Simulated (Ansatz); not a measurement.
System: C11b WSi₂. Method: PBE (Ansatz, a first-principles code, plane waves, PAW).

Run with plane-wave cutoff 520 eV, 18×18×18 k mesh, Fermi–Dirac smearing 0.1 eV, perturbation theory, force constants from a 6×6×6 q mesh, no spin polarisation, scalar-relativistic PAW data made under PBE.

**Question.** What does this level give for the zero-point energy?

**Answer.** 
- zero-point energy = 0.050 eV/atom

Spin–orbit coupling is not included.

Computing time: around 8 core-hours (rough).
